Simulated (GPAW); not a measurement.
Band structure of SiSnPt5 (P4/mmm, 7 atoms in the cell).

```
CELL_PARAMETERS angstrom
      4.04672     0.00000     0.00000
      0.00000     4.04672     0.00000
      0.00000     0.00000     7.15583
ATOMIC_POSITIONS crystal
  Si 0.00000 0.00000 0.50000
  Sn 0.50000 0.50000 0.00000
  Pt 0.00000 0.50000 0.29555
  Pt 0.00000 0.50000 0.70445
  Pt 0.50000 0.00000 0.29555
  Pt 0.50000 0.00000 0.70445
  Pt 0.00000 0.00000 0.00000
```

Level of theory: LDA (Perdew-Wang 92), GPAW PAW datasets LDA (gpaw-data 1.0.1) (plane waves; GPAW).

Settings: mode = pw; ecut = 600 eV; xc = LDA; kpts = 5 5 3; mesh shift (steps) = 0 0 0; occupations.name = fermi-dirac; occupations.width = 0.05 eV; nbands = -15; convergence.density = 1e-05 e/electron; convergence.energy = 1e-05 eV/electron; symmetry.symmorphic = false; symmetry.tolerance = 0.0005; maxiter = 120; bandpath_npoints = 40.

The starting cell comes from a database of computed structures (which also holds hypothetical and non-ambient phases and stackings), without a prior relaxation at this level. Its lattice was rescaled by a random factor within 2.5 % of one. Spin-orbit coupling is off. Spin polarisation is off.

Levels in eV from the Fermi level, bands 46 to 53:
| point | 46 | 47 | 48 | 49 | 50 | 51 | 52 | 53 |
|---|---|---|---|---|---|---|---|---|
| Γ | -1.11 | -0.62 | -0.62 | 0.00 | 0.04 | 1.75 | 2.90 | 4.07 |
| X | -2.09 | -1.32 | -1.29 | -0.90 | 0.01 | 0.32 | 3.27 | 3.87 |
| M | -1.60 | -1.38 | -1.23 | -0.46 | -0.46 | 0.08 | 0.89 | 0.89 |
| Z | -0.39 | 0.00 | 0.04 | 0.92 | 1.21 | 1.21 | 2.42 | 2.42 |
| R | -1.84 | -1.83 | -1.47 | -0.81 | 1.35 | 2.07 | 2.68 | 2.88 |
| A | -1.91 | -1.38 | -0.98 | -0.69 | 0.46 | 0.46 | 0.81 | 0.81 |

Bands cross the Fermi level along this path, so the cell is metallic at this level.
